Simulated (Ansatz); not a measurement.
Start from GaN in the zinc blende structure (space group F-43m, No. 216; a = 4.498 Å).

Levels (all Ansatz, a quantum-chemistry and plane-wave program, PAW, earlier PAW set): PBEsol (420 eV, no SOC); r2SCAN (500 eV, no spin-orbit coupling); HSE06 (420 eV, no SOC); PBEsol+SOC (420 eV, with spin-orbit coupling); HSE06+SOC (420 eV, noncollinear with spin-orbit coupling).

One geometry, relaxed with PBEsol, under each level:

Notes on the quantities. hole mass: degenerate bands, along [100].

The valence-band top lists the three highest levels at Γ (Kramers pairs under SOC), from the VBM.

| level | band gap | lowest conduction level above the VBM at special points | valence-band top at Γ | electron mass | hole mass | pressure |
|---|---|---|---|---|---|---|
| PBEsol | 1.70 eV | Γ 1.70 eV; X 3.22 eV; L 4.59 eV; U 4.88 eV | 0.00, 0.00, 0.00 eV | 0.15 mₑ (at Γ) | 0.16, 0.86, 0.86 mₑ (at Γ) | 0.00 GPa |
| r2SCAN | 2.17 eV | Γ 2.17 eV; X 3.77 eV; L 5.22 eV; U 5.48 eV | – | 0.17 mₑ (at Γ) | 0.18, 0.86, 0.86 mₑ (at Γ) | -0.01 GPa |
| HSE06 | ? | ? | – | – | – | – |
| PBEsol+SOC | 1.70 eV | Γ 1.70 eV; X 3.22 eV; L 4.59 eV; U 4.88 eV | 0.00, 0.00, -0.01 eV | 0.15 mₑ (at Γ) | 0.23, 0.90 mₑ (at Γ) | -0.02 GPa |
| HSE06+SOC | ? | ? | ? | – | – | – |

### Question
Give the withheld HSE06 and HSE06+SOC results.

### Answer

- HSE06, band gap: 3.00 eV
- HSE06, lowest conduction level above the VBM at special points: Γ 3.00 eV; X 4.45 eV; L 6.12 eV
- HSE06+SOC, band gap: 2.99 eV
- HSE06+SOC, lowest conduction level above the VBM at special points: Γ 2.99 eV; X 4.45 eV; L 6.11 eV
- HSE06+SOC, valence-band top at Γ: 0.00, 0.00, -0.02 eV

Single points use the geometry relaxed with PBEsol. Their cutoffs differ, which shifts pressures a little. Differences between runs with and without spin-orbit coupling are approximate. Effective masses come from finite differences of ±0.01 Å⁻¹. Stability against distortions was not tested. This is not the structure that GaN has at room temperature and ambient pressure.
